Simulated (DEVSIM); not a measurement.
Device: Al/SiO2/n-Si capacitor, at 300 K.

```csv
layer (left to right),material,thickness (nm),Nd (cm⁻³)
1,SiO2,1.90,-
2,Si,7500,5.8e14
```

Metal gate on the left, work function 4.1 eV. Fixed charge at the semiconductor interface 0 cm⁻² (in units of +e); no interface traps.

Constants are typed, rounded textbook-type inputs, not results; the design itself was drawn at random and stands for no fabricated device. Values at 300 K.

| parameter | SiO2 | Si |
|---|---|---|
| gap (eV) | 9 | 1.124 |
| affinity (eV) | 0.9 | 4.05 |
| permittivity | 3.9 | 11.7 |
| Nc (cm⁻³) | - | 2.86e19 |
| Nv (cm⁻³) | - | 3.1e19 |

DEVSIM, 1D Poisson equation in equilibrium, Boltzmann statistics, complete ionisation; no quantum confinement or tunnelling. Metal contacts follow the ideal Schottky-Mott rule: no Fermi-level pinning, no interface dipoles.

Problem. Tabulate band edges, carrier densities and field at -0.6 V on the gate.

Solution. Energies count from the Fermi level of the right contact; mesh points crowd at the junctions.

```json
[
 {"x (μm)": "0.000", "Ec (eV)": "3.800", "Ev (eV)": "-5.200", "n (cm⁻³)": "< 1e2", "p (cm⁻³)": "< 1e2", "field (V/cm)": "-23000"},
 {"x (μm)": "0.0008337", "Ec (eV)": "3.798", "Ev (eV)": "-5.202", "n (cm⁻³)": "< 1e2", "p (cm⁻³)": "< 1e2", "field (V/cm)": "-23000"},
 {"x (μm)": "0.001604", "Ec (eV)": "3.796", "Ev (eV)": "-5.204", "n (cm⁻³)": "< 1e2", "p (cm⁻³)": "< 1e2", "field (V/cm)": "-23000"},
 {"x (μm)": "0.002669", "Ec (eV)": "0.645", "Ev (eV)": "-0.479", "n (cm⁻³)": "4.2e8", "p (cm⁻³)": "2.8e11", "field (V/cm)": "-7800"},
 {"x (μm)": "0.006256", "Ec (eV)": "0.642", "Ev (eV)": "-0.482", "n (cm⁻³)": "4.7e8", "p (cm⁻³)": "2.5e11", "field (V/cm)": "-7800"},
 {"x (μm)": "0.01277", "Ec (eV)": "0.637", "Ev (eV)": "-0.487", "n (cm⁻³)": "5.7e8", "p (cm⁻³)": "2.1e11", "field (V/cm)": "-7700"},
 {"x (μm)": "0.02696", "Ec (eV)": "0.626", "Ev (eV)": "-0.498", "n (cm⁻³)": "8.6e8", "p (cm⁻³)": "1.3e11", "field (V/cm)": "-7600"},
 {"x (μm)": "0.07573", "Ec (eV)": "0.590", "Ev (eV)": "-0.534", "n (cm⁻³)": "3.5e9", "p (cm⁻³)": "3.4e10", "field (V/cm)": "-7200"},
 {"x (μm)": "0.1642", "Ec (eV)": "0.531", "Ev (eV)": "-0.593", "n (cm⁻³)": "3.5e10", "p (cm⁻³)": "3.3e9", "field (V/cm)": "-6400"},
 {"x (μm)": "0.3695", "Ec (eV)": "0.419", "Ev (eV)": "-0.705", "n (cm⁻³)": "2.6e12", "p (cm⁻³)": "4.4e7", "field (V/cm)": "-4500"},
 {"x (μm)": "0.8048", "Ec (eV)": "0.302", "Ev (eV)": "-0.822", "n (cm⁻³)": "2.5e14", "p (cm⁻³)": "470000", "field (V/cm)": "-1100"},
 {"x (μm)": "2.300", "Ec (eV)": "0.279", "Ev (eV)": "-0.845", "n (cm⁻³)": "5.8e14", "p (cm⁻³)": "200000", "field (V/cm)": "≈ 0"},
 {"x (μm)": "4.643", "Ec (eV)": "0.279", "Ev (eV)": "-0.845", "n (cm⁻³)": "5.8e14", "p (cm⁻³)": "200000", "field (V/cm)": "≈ 0"},
 {"x (μm)": "6.191", "Ec (eV)": "0.279", "Ev (eV)": "-0.845", "n (cm⁻³)": "5.8e14", "p (cm⁻³)": "200000", "field (V/cm)": "≈ 0"},
 {"x (μm)": "7.044", "Ec (eV)": "0.279", "Ev (eV)": "-0.845", "n (cm⁻³)": "5.8e14", "p (cm⁻³)": "200000", "field (V/cm)": "≈ 0"},
 {"x (μm)": "7.293", "Ec (eV)": "0.279", "Ev (eV)": "-0.845", "n (cm⁻³)": "5.8e14", "p (cm⁻³)": "200000", "field (V/cm)": "≈ 0"},
 {"x (μm)": "7.407", "Ec (eV)": "0.279", "Ev (eV)": "-0.845", "n (cm⁻³)": "5.8e14", "p (cm⁻³)": "200000", "field (V/cm)": "≈ 0"},
 {"x (μm)": "7.459", "Ec (eV)": "0.279", "Ev (eV)": "-0.845", "n (cm⁻³)": "5.8e14", "p (cm⁻³)": "200000", "field (V/cm)": "≈ 0"},
 {"x (μm)": "7.488", "Ec (eV)": "0.279", "Ev (eV)": "-0.845", "n (cm⁻³)": "5.8e14", "p (cm⁻³)": "200000", "field (V/cm)": "≈ 0"},
 {"x (μm)": "7.496", "Ec (eV)": "0.279", "Ev (eV)": "-0.845", "n (cm⁻³)": "5.8e14", "p (cm⁻³)": "200000", "field (V/cm)": "≈ 0"},
 {"x (μm)": "7.500", "Ec (eV)": "0.279", "Ev (eV)": "-0.845", "n (cm⁻³)": "5.8e14", "p (cm⁻³)": "200000", "field (V/cm)": "≈ 0"},
 {"x (μm)": "7.502", "Ec (eV)": "0.279", "Ev (eV)": "-0.845", "n (cm⁻³)": "5.8e14", "p (cm⁻³)": "200000", "field (V/cm)": "≈ 0"}
]
```
